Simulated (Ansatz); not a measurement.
## Mg2Sn: energy against volume

Mg2Sn (antifluorite, Fm-3m, 24.660 Å³/atom and stress up to 0.01 GPa in the relaxed cell, cube axes along x, y and z) under an equal strain ε along all three axes. LDA in Ansatz, a plane-wave DFT program (PAW, default set), 420 eV, 15×15×15 Γ-centred mesh, Fermi-Dirac smearing 0.10 eV; ions are relaxed, or left where forces stay under 0.02 eV/Å, within the symmetry of each cell.

Here V stands for volume and E for E less E0.

```
volume (Å³/atom)  E less E0 (meV/atom)  pressure (GPa)
----------------  --------------------  --------------
22.5065                              ?               ?
23.2097                          13.67            3.22
23.5668                           7.54            2.33
23.9275                           3.27            1.50
24.2919                           0.79            0.73
24.6600                           0.00            0.01
25.0317                           0.83           -0.67
25.4072                           3.19           -1.29
25.7864                           7.02           -1.88
26.1693                          12.24           -2.42
```

Task: Fit E against V with the third-order Birch-Murnaghan form, a cubic in V^(-2/3), and predict the withheld value at V = 22.5065.

Result: With u = V^(-2/3) - 0.1181, the rows have u = 0.0048005, 0.0035558, 0.0023301, 0.0011227, -0.0000667, -0.0012381, -0.0023923, -0.0035295, -0.0046498. Least squares gives E = 0.002 + 49.7·u + 579721·u² + 641690·u³. Residuals (row less fit): -0.001, 0.003, -0.003, 0.001, -0.001, 0.002, -0.002, 0.000, 0.000; standard error 0.002 (degrees of freedom: 5). Its minimum lies at u = -0.0000429, so V0 = (0.1180571)^(-3/2) = 24.65. There d²E/du² = 1159000 and d³E/du³ = 3850000, so B0 = (4/9) × 24.65^(-7/3) × 1159000 × 0.160218 = 46.7 GPa (the last factor turns the table's units into GPa), and B0' = 4 + (2/3) × 0.1180571 × (3850000)/1159000 = 4.3. B0' rests on the cubic coefficient alone and has a standard error of 0.1 from these residuals. At the withheld row, u = 0.0073473, so E = 0.002 + 49.7 × 0.0073473 + 579721 × 0.0073473² + 641690 × 0.0073473³ = 31.917 meV/atom. The calculation gives 31.91 meV/atom, 0.007 meV/atom below the prediction (0.0 % of the range of E in the table). The row lies outside the fitted rows, so this is an extrapolation. The scatter of the fitted rows lies at the last printed digit.

This level leaves no gap over 0.05 eV at strain -3.00, -2.00, -1.50, -1.00, -0.50, 0.00, 0.50, 1.00, 1.50, 2.00 %. Other structures, which can take over under pressure, weren't tried. The same form fitted to the pressure column gives B0' = 4.3; series where the two differ by over 0.4 aren't shown. Rows are the converged runs of the series near zero and its far end, less any whose ions stayed unrelaxed beside relaxed ones; series whose fitted rows scatter by over a few per cent of the range, as at a crossing or softening among them, aren't shown in this form.
